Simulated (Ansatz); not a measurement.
An Ansatz (a first-principles code) input (PBEsol/PAW in Ansatz, no spin-orbit coupling):

Ansatz 0.2 input:
```yaml
crystal:
  lattice:
    - [0, 2.8718592996, 2.8718592996]
    - [2.8718592996, 0, 2.8718592996]
    - [2.8718592996, 2.8718592996, 0]
  atoms:
    - { symbol: Sn, position: [0.5, 0.5, 0.5] }
    - { symbol: S, position: [0, 0, 0] }
basis: { ecutwfc: 420, ecutrho_ratio: 4, xc_grid: 2, fft_grid_basis: typed }
kpoints: { mp_grid: { grid: [23, 23, 23] } }
hamiltonian:
  xc: pbesol
  dispersion: none
  pseudopotentials: { kind: paw }
total_charge: 0.023686
scf: { occupations: { method: fermi_dirac, width: 0.0259 }, convergence: { dr2_threshold: 0.0000000002 } }
relax: { f_tol: 0.005, max_steps: 30 }
output: { forces: true, stress: true }
checkpoint: { write: state.ck, write_every: 1000 }
```

Q: Which symmetry and how many k-points will the program report, and about how many plane waves at Γ?

A: Space group Fm-3m (ITA 225) with 48 operations, k-points 364 of 12167, and 941 plane waves at Γ.

Carriers are added with a uniform compensating background; total energy and stress of such cells depend on the potential's zero and are not compared; many-body gap narrowing is missing at this level. No phonon test of stability was made. The cell was made from SnS in the rock salt structure (space group Fm-3m, No. 225) by this change: holes 5.0×10^20 cm⁻³.
